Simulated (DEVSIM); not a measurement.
System: Si p-i-n diode, at 250 K.

```tsv
layer (left to right)	material	thickness (μm)	Nd (cm⁻³)	Na (cm⁻³)	τn (s)	τp (s)
1	Si	0.280	-	4.1e17	7.5e-6	7.5e-6
2	Si	0.480	3.6e11	-	7.5e-6	7.5e-6
3	Si	2.00	2.9e17	-	7.5e-6	7.5e-6
```

Left contact: ohmic. Right contact: ohmic. Voltage is applied to the left contact. Recombination: SRH at mid-gap, Auger. Mobility is μmin + (μ − μmin)/(1 + (N/Nref)^α).

This is a model device: material constants are rounded textbook-type values typed into the input, and sizes, dopings and lifetimes were drawn at random. Values at 300 K; Nc and Nv go as T^1.5, mobilities as T to minus their exponent, the gap by Varshni's rule with the affinity fixed.

```tsv
parameter	Si
gap (eV)	1.124
affinity (eV)	4.05
permittivity	11.7
Nc (cm⁻³)	2.86e19
Nv (cm⁻³)	3.1e19
μn (cm²/Vs)	1417
μp (cm²/Vs)	470
μn,min	52
μp,min	45
Nref,n	9.7e16
Nref,p	2.2e17
αn	0.68
αp	0.72
T exponent of μn	2.3
T exponent of μp	2.2
Cn (cm⁶/s)	2.8e-31
Cp (cm⁶/s)	9.9e-32
Varshni α (eV/K)	0.000473
Varshni β (K)	636
```

DEVSIM, 1D drift-diffusion, Boltzmann statistics, complete ionisation; no tunnelling, impact ionisation, image-force lowering or self-heating.

The thickness of layer 1 was swept, all else fixed.

```json
[
 {"thickness of layer 1 (μm)": "0.056", "dark forward voltage at 1 A/cm² (V)": "0.703", "dark forward voltage at 100 A/cm² (V)": "0.805"},
 {"thickness of layer 1 (μm)": "0.098", "dark forward voltage at 1 A/cm² (V)": "0.716", "dark forward voltage at 100 A/cm² (V)": "0.817"},
 {"thickness of layer 1 (μm)": "0.17", "dark forward voltage at 1 A/cm² (V)": "0.728", "dark forward voltage at 100 A/cm² (V)": "0.828"},
 {"thickness of layer 1 (μm)": "0.28", "dark forward voltage at 1 A/cm² (V)": "0.738", "dark forward voltage at 100 A/cm² (V)": "0.838"},
 {"thickness of layer 1 (μm)": "0.48", "dark forward voltage at 1 A/cm² (V)": "0.748", "dark forward voltage at 100 A/cm² (V)": "0.848"},
 {"thickness of layer 1 (μm)": "0.84", "dark forward voltage at 1 A/cm² (V)": "0.758", "dark forward voltage at 100 A/cm² (V)": "0.858"},
 {"thickness of layer 1 (μm)": "1.4", "dark forward voltage at 1 A/cm² (V)": "0.765", "dark forward voltage at 100 A/cm² (V)": "0.866"}
]
```

From the first row to the last the dark forward voltage at 1 A/cm² goes from 0.703 to 0.765. From the first row to the last the dark forward voltage at 100 A/cm² goes from 0.805 to 0.866.
